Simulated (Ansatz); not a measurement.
# Effect of Na → Rb on Na

Base system: Na in the bcc (W type) structure (space group Im-3m, No. 229; a = 4.171 Å).

It is then changed as follows: every Na is replaced by Rb, then cell and atoms are relaxed.

Computed with PBEsol (Ansatz, a first-principles code; PAW; 420 eV plane waves; spin-orbit coupling left out). Settings: 12×12×12 k-points, 0.05 eV Fermi–Dirac smearing, for the changed cell.

```json
{
 "volume_per_atom": "86.18 Å³ (base 36.28 Å³)",
 "density": "1.65 g/cm³ (base 1.05 g/cm³)",
 "lattice_parameter_a": "5.565 Å (base 4.171 Å)",
 "space_group": "Im-3m (No. 229) (base Im-3m (No. 229))",
 "band_gap": "zero (base zero)"
}
```

Stability against distortions was not tested. The final runs are not spin-polarised.
